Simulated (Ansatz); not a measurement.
For GePd (model structure, started from the CsCl type, Pm-3m, No. 221, 2 atoms in the cell), PBE-D3(BJ) (Ansatz, an electronic-structure program, PAW) gives:

| Property | Value |
|---|---|
| lattice constant a | 3.128 Å |
| formation enthalpy | -0.299 eV/atom |

**Question.** What does r²SCAN in Ansatz (plane waves, PAW) give for the same quantities?

**Answer.** 
- lattice constant a: 3.142 Å (goes up by 0.4 %)
- formation enthalpy: -0.156 eV/atom (moves by +0.143 eV/atom)

Changes are worked out from the printed values.

Unless a cell is named, each level is at its own relaxed cell (PBE-D3(BJ) 15.31, r²SCAN 15.51 Å³/atom).

The crystal itself was run without spin with PBE-D3(BJ), r²SCAN; a magnetic state was not tried in these runs.

Ansatz's density-functional and Hartree–Fock values are scalar-relativistic unless marked +SOC, with PAW data made under PBE.

A model structure was made by putting elements into a prototype or built by hand; it is no filed structure, need not be a known phase, and can be a saddle point held by its symmetry.
